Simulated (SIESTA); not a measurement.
Input and output of a self-consistent single point for LaAl₅Ni₂ (Immm, 8 atoms in the cell) (SIESTA).

Computed with GGA PBEsol, numerical atomic orbitals DZP, PseudoDojo PBEsol standard norm-conserving potentials (rewritten from UPF to PSML) (SIESTA).

The change in words: lattice scaled by 0.98. Reference geometry:
```yaml
crystal:
  lattice:
    - [-2.00227, 3.50710, 4.82543]
    - [2.00227, -3.50710, 4.82543]
    - [2.00227, 3.50710, -4.82543]
  atoms:
    - { symbol: La, position: [0.00000, 0.00000, 0.00000] }
    - { symbol: Al, position: [0.50000, 0.00000, 0.50000] }
    - { symbol: Al, position: [0.84934, 0.66072, 0.18862] }
    - { symbol: Al, position: [0.15066, 0.33928, 0.81138] }
    - { symbol: Al, position: [0.47210, 0.66072, 0.81138] }
    - { symbol: Al, position: [0.52790, 0.33928, 0.18862] }
    - { symbol: Ni, position: [0.73572, 0.23572, 0.50000] }
    - { symbol: Ni, position: [0.26428, 0.76428, 0.50000] }
```

Reference input (self-consistent single point, DFT, GGA PBEsol, numerical atomic orbitals DZP, PseudoDojo PBEsol standard norm-conserving potentials (rewritten from UPF to PSML)): XC.functional = GGA; XC.authors = PBEsol; potentials = PseudoDojo PBEsol standard; PAO.BasisSize = DZP; PAO.EnergyShift = 0.01 Ry; MeshCutoff = 300 Ry; kgrid.MonkhorstPack = 5 5 5; OccupationFunction = MP; OccupationMPOrder = 0; ElectronicTemperature = 272 meV; MaxSCFIterations = 150; SCF.Mixer.Method = Pulay. This run's input differs from it in these lines:

```diff
@@ -11,7 +11,7 @@
 %endblock ChemicalSpeciesLabel
-LatticeConstant              6.292343 Ang
+LatticeConstant              6.166495 Ang
 %block LatticeVectors
-    -0.318207383    0.557359159    0.766873325
-     0.318207383   -0.557359159    0.766873325
-     0.318207383    0.557359159   -0.766873325
+    -0.318207507    0.557359245    0.766873402
+     0.318207507   -0.557359245    0.766873402
+     0.318207507    0.557359245   -0.766873402
 %endblock LatticeVectors
@@ -20,9 +20,9 @@
      0.000000000    0.000000000    0.000000000  1
-     0.000000000    3.507095000    0.000000000  2
-     0.000000000    1.323016518    6.376516219  2
-     2.002270000    2.184078482   -1.551086219  2
-     2.002270000    2.184078482    1.551086219  2
-     0.000000000    1.323016518    3.274343781  2
-     0.000000000    3.507095000    2.274900719  3
-     2.002270000    0.000000000    2.550529281  3
+     0.000000000    3.436953000    0.000000000  2
+    -0.000000000    1.296556150    6.248985366  2
+     1.962225000    2.140396850   -1.520064366  2
+     1.962225000    2.140396850    1.520064366  2
+    -0.000000000    1.296556150    3.208856634  2
+    -0.000000000    3.436953000    2.229402516  3
+     1.962225000    0.000000000    2.499518484  3
 %endblock AtomicCoordinatesAndAtomicSpecies
```

The program printed (abridged):

```
        iscf     Eharris(eV)        E_KS(eV)     FreeEng(eV)     dDmax    Ef(eV) dHmax(eV)
   scf:    1   -10110.066408   -10312.342923   -10312.508758  1.705470 -3.801845 45.987006
   scf:    2   -10396.202925   -10394.961502   -10395.021933  0.620511 -5.182983  3.554835
   scf:    3   -10395.866949   -10395.468815   -10395.531916  0.028308 -5.161716  2.619940
   scf:    4   -10395.981484   -10395.927408   -10396.003567  0.085363 -5.170593  1.540101
   scf:    5   -10393.191605   -10395.167335   -10395.235929  0.112981 -5.296281  4.441835
   [... 6 lines left out ...]
   scf:   12   -10396.027959   -10396.027948   -10396.103659  0.000161 -5.209119  0.001596
   scf:   13   -10396.027955   -10396.027952   -10396.103659  0.000015 -5.209166  0.000499
   scf:   14   -10396.027958   -10396.027955   -10396.103659  0.000069 -5.209201  0.000123
   scf:   15   -10396.027955   -10396.027955   -10396.103659  0.000007 -5.209199  0.000100
SCF Convergence by DM+H criterion
max |DM_out - DM_in|         :     0.0000069354
max |H_out - H_in|      (eV) :     0.0001002146
SCF cycle converged after 15 iterations

Using DM_out to compute the final energy and forces

siesta: E_KS(eV) =           -10396.0280

siesta: E_KS - E_eggbox =    -10396.0280

siesta: Atomic forces (eV/Ang):
     1   -0.000000    0.000000   -0.000000
     2   -0.000000   -0.000000   -0.000000
     3    0.000065    0.170369   -0.198699
     4   -0.000065   -0.170369    0.198699
     5    0.000186   -0.170482   -0.198684
     6   -0.000186    0.170482    0.198685
     7    0.000955   -0.001429    0.066552
     8   -0.000955    0.001429   -0.066551
   Tot   -0.000000    0.000000    0.000000
   Max    0.198699
   Res    0.108581    sqrt( Sum f_i^2 / 3N )
   Max    0.198699    constrained

   [... lines left out ...]
siesta: FreeEng =    -10396.103659
   [... lines left out ...]
siesta:    -0.043642   -0.000028   -0.000001
siesta:    -0.000028   -0.036165    0.000133
siesta:    -0.000001    0.000133   -0.040268

siesta: Cell volume =        127.568793 Ang**3

siesta: Pressure (static):
siesta:                Solid            Molecule  Units
siesta:           0.00043592          0.00047919  Ry/Bohr**3
siesta:           0.04002477          0.04399731  eV/Ang**3
siesta:          64.12674764         70.49146013  kBar
```

The run converged in 15 iterations. Against the reference run the free energy rises by 15.7 meV/atom, the pressure goes from -1.04 to 6.41 GPa and the largest force goes from 0.130 to 0.262 eV/Å.

The starting cell comes from a database of computed structures (which also holds hypothetical and non-ambient phases and stackings), without a prior relaxation at this level. For this run, on top of that: lattice scaled by 0.98. Spin polarisation is off. Values carry the incompleteness of an atom-centred basis. With a pressure of about 6 GPa the cell is away from its equilibrium volume at this level.

Cost on one core of a shared machine: roughly 3 min.
